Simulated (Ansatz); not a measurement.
## CdSe, response to strain

The reference is CdSe in the zinc blende structure (space group F-43m, No. 216; a = 6.133 Å). Axes: x, y, z lie along the cube axes.

Strains are applied to the cell and any free atomic positions relax; under biaxial strain the out-of-plane vector relaxes too; under stress the whole cell relaxes.

Method: Ansatz (an electronic-structure program) r2SCAN, spin-orbit coupling left out, earlier PAW set.

Candidates:
(a) biaxial strain +3.82 %, plane normal [110], relaxed out of plane
(b) biaxial strain −4.63 %, plane normal [001], relaxed out of plane
(c) uniaxial stress, 2 GPa compression along x

Notes on the quantities. energy relative to the base: free energy F.

Order them by energy relative to the base, highest first.

(c) uniaxial stress, 2 GPa compression along x (+33 meV/atom), (a) biaxial strain +3.82 %, plane normal [110], relaxed out of plane (+20 meV/atom), (b) biaxial strain −4.63 %, plane normal [001], relaxed out of plane (+18 meV/atom)

A biaxial case was relaxed in a doubled cell and then solved in the primitive one. Beyond what the load breaks, stability against distortions was not tested.
